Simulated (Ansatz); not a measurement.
The starting structures come from a database of crystals and need not be the phases stable at ambient conditions.

 Where the default PAW files enter, the runs use the earlier of Ansatz's two default sets.

The decay constant κ of evanescent states in the gap governs leakage through a thin film.

Here is the system:

```
CELL_PARAMETERS angstrom
      4.38495     0.00000     0.18151
      0.00000    13.57290     0.00000
      1.85630     0.00000     3.97679
ATOMIC_POSITIONS crystal
  Hg 0.65033 0.99874 0.65033
  Hg 0.34967 0.49874 0.34967
  I  0.60857 0.36265 0.60857
  I  0.39143 0.86265 0.39143
  I  0.09104 0.63531 0.09104
  I  0.90896 0.13531 0.90896
```

Space group of this cell: Cmc2_1. The cell was relaxed by PBE-D3(BJ); by r2SCAN its mean pressure is 0.5 GPa.

Transport runs along the normal of the first two printed cell vectors.

The gap is the functional's own. No spin-orbit coupling. Mid-gap values are interpolated on the energy grid.

Task: Estimate the band gap and the smallest decay constant κ at mid-gap that r2SCAN (Ansatz, an electronic-structure program) returns for this system.

Result: Gap 1.99 eV on a 8×4×8 mesh; κ = 0.243 1/Å, at the zone centre.
